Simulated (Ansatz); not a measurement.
Results of PBEsol (Ansatz, an electronic-structure program, PAW) for ZrC (model structure, started from the CsCl type, Pm-3m, No. 221, 2 atoms in the cell).

The input as run:

Ansatz 0.2 input:
```yaml
crystal:
  lattice:
    - [2.9101489887, 0.0, 0.0]
    - [0.0, 2.9101489887, 0.0]
    - [0.0, 0.0, 2.9101489887]
  atoms:
    - { symbol: Zr, position: [0.0, 0.0, 0.0] }
    - { symbol: C, position: [0.5, 0.5, 0.5] }
basis:
  ecutwfc: 520
  ecutrho_ratio: 4
  xc_grid: 2
kpoints:
  mp_grid: { grid: [18, 18, 18] }
hamiltonian:
  xc: pbesol
  dispersion: none
  pseudopotentials: { kind: paw }
scf:
  occupations: { method: fermi_dirac, width: 0.05 }
output:
  forces: true
  stress: true
  eigenvalues: true
relax:
  f_tol: 0.004
  escape_saddle: false
  max_steps: 80
```

Output (set-up and result lines):

```
WARN output.stress: scf.convergence.dr2_threshold = 1e-7 eV (the SCF's general default) is looser than the 2e-10 eV advised for a printed stress (1e-10 eV for …
Relaxation: its limit of steps is 80 (relax.max_steps)
Crystal: 2 atoms, lattice volume = 24.646 Å³
Basis set: ecut = 520 eV, 691 PW (Γ), exchange–correlation on 48×48×48 points (8 copies of the dense FFT grid, shifted against one another)
Bands: 12, of which v1, the nominal top of the filled ones, is band 8 counted from 1 (7 counted from 0)
Symmetry: 48 space group operations
Space group: Pm-3m (ITA 221), of the structure as read, at distance tolerance 2.9e-5 Å
k-points: 220 of 5832
Functional: x = pbesol(κ = 0.804, μ = 0.12345679012345678), c = pbesol(β = 0.046)
SCF iter   1: F=—  HF=-4374.766198 eV  |F-HF|=—  |Δ(HF+E_count)|=         —  Δρ=1.11e-2  dr2=3.98e-2
SCF iter   2: F=—  HF=-4374.761974 eV  |F-HF|=—  |Δ(HF+E_count)|=   4.22e-3  Δρ=7.14e-3  dr2=1.82e-2
  ...
SCF iter   5: F=—  HF=-4374.759147 eV  |F-HF|=—  |Δ(HF+E_count)|=   4.94e-6  Δρ=4.68e-5  dr2=4.41e-7
SCF iter   6: F=-4374.759147 eV  HF=-4374.759147 eV  |F-HF|=6.64e-9  |Δ(HF+E_count)|=   3.71e-8  Δρ=6.07e-6  dr2=9.13e-9
SCF 1 converged in 6 iterations: F = -4374.759147 eV  dr2 = 9.13e-9
relax step   1: F+E_penalty+E_count = -4374.75914697 eV  Δ(F+E_penalty+E_count) = +0.000e0 eV  max|allowed force component| = 3.780e-31 eV/Å  Δτ_max = 0.0000 Å  (6 SCF iters, accepted)
SCF converged after 6 iterations
Free energy (F): -4374.759147 eV
Internal energy: -4374.740083 eV  (E = F + TS)
E sigma→0 (E₀):  -4374.749615 eV
Fermi energy:    15.994372 eV
--- Forces (eV/Å), atoms counted from 1 ---
  atom   1  Zr    -0.00000000    -0.00000000    -0.00000000
  atom   2  C     -0.00000000    -0.00000000    -0.00000000
--- Stress (GPa, compression-positive) ---
       -3.941818       0.000000       0.000000
        0.000000      -3.941818       0.000000
        0.000000       0.000000      -3.941818
  P = ⅓ Tr σ = -3.9418 GPa (-39.418 kbar)
```

The cell is one volume of an energy–volume scan, off the minimum.

The PAW data were made under PBE.

Note: the relaxation could raise the start's symmetry but not lower it, so the cell can be a saddle point.

A model structure was made by putting elements into a prototype or built by hand; it is no filed structure, need not be a known phase, and can be a saddle point held by its symmetry.
